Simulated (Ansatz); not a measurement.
The reference is Al2O3 in the corundum structure (space group R-3c, No. 167; a = 4.759 Å, c = 12.995 Å (hexagonal axes)). Axes: x lies along a and z along c of the hexagonal cell.

It is then changed as follows: compressive biaxial strain of 1.83 % in the plane normal to [001], as in epitaxy on a mismatched substrate; the out-of-plane cell vector and the atoms relax.

Calculations: Ansatz (a first-principles code) r2SCAN, no spin-orbit coupling.

Base, band edges from the VBM (valence, conduction): Γ 0.00, 7.14; F -0.27, 10.62; S₂ -0.30, 10.54; S₀ -0.30, 10.54; L -0.29, 10.43; H₀ -0.52, 10.73; H₂ -0.52, 10.73; T -0.39, 9.63 eV.

### Question
Give the band edges at the high-symmetry points of the new zone, measured from its valence-band maximum.

### Answer
```
point  valence edge (eV)  conduction edge (eV)
-----  -----------------  --------------------
Γ                   0.00                  7.51
T                  -0.35                 10.07
H₂                 -0.57                 10.95
H₀                 -0.57                 10.95
L                  -0.39                 10.77
S₀                 -0.36                 10.75
S₂                 -0.36                 10.75
F                  -0.35                 10.95
```

The gap is 7.51 eV, direct at Γ.

Whether these cells are dynamically stable was not tested.
